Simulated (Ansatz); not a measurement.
Response to strain in HfN

Start from HfN in the rock salt structure (space group Fm-3m, No. 225; a = 4.468 Å; relaxed with 0.1 eV smearing).

Strains are applied to the cell and any free atomic positions relax.

The values are results of LDA in Ansatz (plane waves to 420 eV, PAW, no spin-orbit coupling), not measurements.

Notes on the quantities. energy relative to the base: free energy F.

| change | shortest interatomic distance | energy relative to the base | pressure |
|---|---|---|---|
| base | 2.234 Å | 0 meV/atom | 0.0 GPa |
| isotropic strain −3.00 % | 2.167 Å | +94 meV/atom | 33.4 GPa |
| isotropic strain −2.50 % | 2.178 Å | +64 meV/atom | 26.9 GPa |
| isotropic strain −2.00 % | 2.189 Å | +40 meV/atom | 20.8 GPa |
| isotropic strain −1.00 % | 2.212 Å | +9.8 meV/atom | 9.7 GPa |
| isotropic strain −0.50 % | 2.223 Å | +2.4 meV/atom | 4.7 GPa |
| isotropic strain +0.50 % | 2.245 Å | +2.3 meV/atom | -4.4 GPa |
| isotropic strain +1.00 % | 2.256 Å | +9.1 meV/atom | -8.4 GPa |
| isotropic strain +2.00 % | 2.279 Å | +35 meV/atom | -15.8 GPa |
| isotropic strain +3.00 % | 2.301 Å | +77 meV/atom | -22.1 GPa |

Stability against distortions was not tested. All final runs are without spin polarisation. An odd electron count without spin: HfN.

Ansatz is an electronic-structure program.
